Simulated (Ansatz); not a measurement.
Candidate structures of ScOF, relaxed level by level: ScOF (P2₁/c, No. 14, 12 atoms in the cell; start mp-4661); ScOF (P4/nmm, No. 129, 6 atoms in the cell; start mp-989178); ScOF (model structure, P2₁, No. 4, 12 atoms in the cell); ScOF (model structure, Pca2₁, No. 29, 12 atoms in the cell). Levels: LDA (Ansatz, a quantum-chemistry and plane-wave program, PAW), r²SCAN+rVV10 (Ansatz, PAW).

**Question.** Rank the structures in energy at 0 K, level by level.

**Answer.** Lowest: LDA, ScOF (P2₁/c, No. 14, 12 atoms in the cell; start mp-4661); r²SCAN+rVV10, ScOF (P2₁/c, No. 14, 12 atoms in the cell; start mp-4661). Energies above the lowest of these candidates, meV/atom:

```
structure                                                     LDA  r²SCAN+rVV10
------------------------------------------------------------  ---  ------------
ScOF (P2₁/c, No. 14, 12 atoms in the cell; start mp-4661)       0             0
ScOF (model structure, Pca2₁, No. 29, 12 atoms in the cell)    17            14
ScOF (P4/nmm, No. 129, 6 atoms in the cell; start mp-989178)   72            79
ScOF (model structure, P2₁, No. 4, 12 atoms in the cell)      105            99
```

All these levels agree on the lowest structure.

Static-lattice energies; unlike cells have unlike k meshes, which leaves some meV/atom of uncertainty, and other structures than these can lie lower.

Note: the relaxation could not lower the start's symmetry, so the cell can be a saddle point above a distorted one.

A model structure was made by putting elements into a prototype or built by hand; it is no filed structure, need not be a known phase, and can be a saddle point held by its symmetry.

A start named mp-… is a Materials Project structure, which need not be a measured phase.
